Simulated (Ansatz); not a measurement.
An Ansatz (a program for electronic structure) run: Rh with a change (Rh → Bi); DFT with PBEsol, PAW potentials and a 420 eV plane-wave cutoff in Ansatz, no SOC.

Input:

Ansatz 0.2 input:
```yaml
crystal:
  lattice:
    - [0, 2.4713018468, 2.4713018468]
    - [2.4713018468, 0, 2.4713018468]
    - [2.4713018468, 2.4713018468, 0]
  atoms:
    - { symbol: Bi, position: [0, 0, 0] }
basis: { ecutwfc: 420, ecutrho_ratio: 4, xc_grid: 2, fft_grid_basis: typed }
kpoints: { mp_grid: { grid: [16, 16, 16] } }
hamiltonian:
  xc: pbesol
  dispersion: none
  pseudopotentials: { kind: paw }
scf: { occupations: { method: fermi_dirac, width: 0.05 }, convergence: { dr2_threshold: 0.0000000001 } }
output: { forces: true, stress: true }
checkpoint: { write: state.ck, write_every: 1000 }
```

Output:

```
WARN ansatz: RAYON_NUM_THREADS=1 ignored (pool sized by the plan → 1); use --threads N
Pseudopotentials: kind: paw
Pseudopotential: Bi, paw, valence charge 15
Functional definition: PBEsol
Crystal: 1 atoms, lattice volume = 30.186 Å³
Basis set: ecut = 420 eV, 609 PW (Γ), exchange–correlation on 48×48×48 points (8 copies of the dense FFT grid, shifted against one another)
Bands: 12, of which v1, the nominal top of the filled ones, is band 8 counted from 1 (7 counted from 0)
Symmetry: 48 space group operations
Space group: Fm-3m (ITA 225), of the structure as read, at distance tolerance 3.1e-5 Å
k-points: 145 of 4096
PAW frozen core: Bi, regenerated for the run's functional, and the local potential with it
Initial density: superposition of atomic densities (neutral atoms: chi_scale 0, normalization atom), corrected by the library's trained network
Initial wavefunctions: pseudopotential atomic-orbital guess
Eigensolver: davidson
Functional: x = pbesol(κ = 0.804, μ = 0.12345679012345678), c = pbesol(β = 0.046)
SCF iter   1: F=—  HF=-12241.864609 eV  |F-HF|=—  |Δ(HF+E_count)|=         —  Δρ=8.99e-4  dr2=2.23e-4  ethr=1.77e-3  ⟨swp⟩=5.4  Hψ=10050  notcnv=0
all-band conjugate gradients solve this SCF's bands
preconditioner: auto → none
SCF iter   2: F=—  HF=-12241.863991 eV  |F-HF|=—  |Δ(HF+E_count)|=   6.18e-4  Δρ=6.91e-4  dr2=1.35e-4  ethr=1.49e-6  ⟨swp⟩=2.5  Hψ=4038  notcnv=0
SCF iter   3: F=—  HF=-12241.863987 eV  |F-HF|=—  |Δ(HF+E_count)|=   3.30e-6  Δρ=4.60e-4  dr2=4.03e-5  ethr=9.01e-7  ⟨swp⟩=2.0  Hψ=2761  notcnv=0
SCF iter   4: F=—  HF=-12241.863970 eV  |F-HF|=—  |Δ(HF+E_count)|=   1.77e-5  Δρ=2.80e-4  dr2=1.50e-5  ethr=2.69e-7  ⟨swp⟩=1.9  Hψ=2355  notcnv=0
SCF iter   5: F=—  HF=-12241.863961 eV  |F-HF|=—  |Δ(HF+E_count)|=   8.52e-6  Δρ=7.75e-5  dr2=1.24e-6  ethr=9.97e-8  ⟨swp⟩=2.0  Hψ=2761  notcnv=0
SCF iter   6: F=—  HF=-12241.863961 eV  |F-HF|=—  |Δ(HF+E_count)|=   5.52e-7  Δρ=3.39e-5  dr2=2.34e-7  ethr=8.30e-9  ⟨swp⟩=2.3  Hψ=2767  notcnv=0
SCF iter   7: F=—  HF=-12241.863961 eV  |F-HF|=—  |Δ(HF+E_count)|=   1.42e-7  Δρ=4.16e-6  dr2=3.62e-9  ethr=1.56e-9  ⟨swp⟩=2.0  Hψ=2589  notcnv=0
SCF iter   8: F=-12241.863961 eV  HF=-12241.863961 eV  |F-HF|=9.09e-12  |Δ(HF+E_count)|=   2.20e-9  Δρ=2.91e-7  dr2=6.76e-12  ethr=1.00e-12  ⟨swp⟩=4.0  Hψ=7534  notcnv=0
SCF 1 converged in 8 iterations: F = -12241.863961 eV  dr2 = 6.76e-12
SCF converged after 8 iterations
Free energy (F): -12241.863961 eV
Harris-Foulkes:  -12241.863961 eV  (|F-HF|=9.09e-12)
Internal energy: -12241.856260 eV  (E = F + TS)
E sigma→0 (E₀):  -12241.860110 eV
Entropy (-TS):   -0.007700 eV (-7.700 meV/atom)
Fermi energy:    12.183594 eV
--- Per-component energies (eV) ---
  E_band       = -76.856142
  E_kinetic    = 302.649291
  E_local      = -1378.017848  (includes V_loc(G=0)·N_el)
  E_nonlocal   = 562.052211
  E_hartree    = 434.070669
  E_xc         = -150.632371
  E_vxc        = -144.580525  (∫ρ·V_xc dr)
  E_paw        = -10509.358774  (= ΣΔE_a)
  E_vpaw       = -287.100174  (= ΣTr[D̂ρ^β])
  E_aug_tail   = -0.000464  (compensation charges beyond the density's cutoff)
  E_ewald      = -1502.708726
  E_core_change = 0.089752  (= ΣΔE_core)
  E_smearing   = -0.007700  (= −TS)
  E_closure    = 0.000000  (closes the sum)
  Σ components = -12241.863961   (vs F -12241.863961, Δ=0.00e0)
  [band-id]    e_kinetic+e_local+e_nonlocal+2·e_hartree+e_vxc+e_vpaw+e_augmentation_tail = -76.856173   (vs E_band -76.856142, Δ=-3.09e-5)
--- Forces (eV/Å), atoms counted from 1 ---
  atom   1  Bi    -0.00000000     0.00000000    -0.00000000
  max |Σ_I F_I| component: 3.94e-31 eV/Å
--- Stress (GPa, compression-positive) ---
        0.000005       0.000000       0.000000
       -0.000000       0.000005      -0.000000
        0.000000       0.000000       0.000005
  P = ⅓ Tr σ = 0.0000 GPa (0.000 kbar)
  The stress holds the Pulay correction. Without it, at fixed plane waves, as pw.x and ABINIT print it: P = -0.0299 GPa
  The stress includes an estimate of the error left by incomplete SCF convergence (largest component 0.0000 GPa).
--- Band table ---
  band table: none
```

Stability against distortions was not tested. The final runs are not spin-polarised. The cell was made from Rh by this change: Rh → Bi; the result is a hypothetical phase, not in the database extracts checked.
